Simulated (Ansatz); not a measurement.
Consider the following.

```xyz
2
Lattice="0.0000 2.7709 2.7709 2.7709 0.0000 2.7709 2.7709 2.7709 0.0000" Properties=species:S:1:pos:R:3 pbc="T T T"
Zn     0.0000     0.0000     0.0000
Se     4.1564     4.1564     4.1564
```

The numbers are results of r2SCAN with spin-orbit coupling, rigid bands (plane waves, PAW; Ansatz, an electronic-structure program), not measurements. Condition of this run: hydrostatic pressure 5 GPa (the target of the relaxation). Cell: cell and atoms relaxed with r2SCAN, then loaded as said.

Question: What conductivity effective mass do dilute holes have at 300 K?

Answer: 0.63 mₑ.

Question: Predict the electron conductivity mass (n e² τ/σ) at 300 K, by direction if it differs.

Answer: 0.143 mₑ.

Question: And the band gap?

Answer: 2.04 eV at this level; semilocal functionals usually fall short of the measured gap.

Rigid bands, one relaxation time for all states, no polarons.
